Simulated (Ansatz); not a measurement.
Take ZrSe2 in the CdI2 type structure (space group P-3m1, No. 164; a = 3.660 Å, c = 5.841 Å; layered, stacked along the Cartesian z axis; relaxed with 0.1 eV smearing) as the base. Axes: x lies along a and z along c of the hexagonal cell.

All numbers come from PBEsol-D3(BJ), PAW, 420 eV (Ansatz, a quantum-chemistry and plane-wave program; scalar-relativistic without spin-orbit coupling).

Strains are applied to the cell and any free atomic positions relax.

One change was made to it. Results:

```tsv
quantity	base	after
shortest interatomic distance	2.656 Å	2.652 Å
energy relative to the base (free energy F)	0 meV/atom	+2.7 meV/atom
largest internal atomic displacement	–	0.013 Å
```

Task: Which change produced these results?
A) uniaxial strain ε_yy = −4.71 %
B) strain tensor (xx, yy, zz, yz, xz, xy) = (−0.29, −0.78, +1.65, −0.06, +0.47, +0.86) %
C) isotropic strain +4.22 %

Result: B, strain tensor (xx, yy, zz, yz, xz, xy) = (−0.29, −0.78, +1.65, −0.06, +0.47, +0.86) %. For comparison, the energy relative to the base in the other runs: isotropic strain +4.22 % gives +45 meV/atom; uniaxial strain ε_yy = −4.71 % gives +19 meV/atom.

No phonon test of stability was made. All final runs are without spin polarisation.
